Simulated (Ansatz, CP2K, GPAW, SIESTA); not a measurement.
## One structure in several programs: La2O3 (P-3m1, 5 atoms in the cell)

Band-structure calculation.

```yaml
crystal:
  lattice:
    - [1.92666, -3.33707, 0.00000]
    - [1.92666, 3.33707, 0.00000]
    - [0.00000, 0.00000, 5.99514]
  atoms:
    - { symbol: La, position: [0.33333, 0.66667, 0.24700] }
    - { symbol: La, position: [0.66667, 0.33333, 0.75300] }
    - { symbol: O, position: [0.00000, 0.00000, 0.00000] }
    - { symbol: O, position: [0.33333, 0.66667, 0.64700] }
    - { symbol: O, position: [0.66667, 0.33333, 0.35300] }
```

Shared settings, as Ansatz (a quantum-chemistry and plane-wave program) writes them: kpoints.mp_grid.grid = 7 7 4; scf.occupations.method = fermi_dirac; scf.occupations.width = 0.02 eV. Potentials and cutoffs stand in the table.

```json
[
 {"code": "GPAW", "model": "PBE, GPAW PAW datasets PBE (gpaw-data 1.0.1)", "gap along the path (eV)": "3.83", "smallest direct gap (eV)": "3.91", "cutoff": "900 eV"},
 {"code": "Ansatz", "model": "PBE, default PAW files", "gap along the path (eV)": "3.82", "smallest direct gap (eV)": "3.90", "cutoff": "420 eV"},
 {"code": "CP2K", "model": "PBE, GPW, DZVP-MOLOPT-SR-GTH basis, GTH-PBE potentials (GTH_POTENTIALS)", "gap along the path (eV)": "3.78", "smallest direct gap (eV)": "3.89", "cutoff": "grid 500 Ry"},
 {"code": "SIESTA", "model": "GGA PBE, numerical atomic orbitals DZP, PseudoDojo PBE standard norm-conserving potentials (rewritten from UPF to PSML)", "gap along the path (eV)": "3.71", "smallest direct gap (eV)": "3.83", "cutoff": "grid 300 Ry"}
]
```

The spread over the programs that give each value: gap along the path within 0.12 eV; smallest direct gap within 0.08 eV.

CP2K and SIESTA use small atom-centred bases, whose incompleteness enters pressures, forces and empty levels differently from a plane-wave cutoff.

The starting cell has typed, rounded lattice constants, without a prior relaxation at this level. Its lattice was rescaled by a random factor within 2.5 % of one.

Left out of this page: Quantum ESPRESSO and Elk (not drawn, or without a comparable value).

Keys are those of Ansatz 0.2.
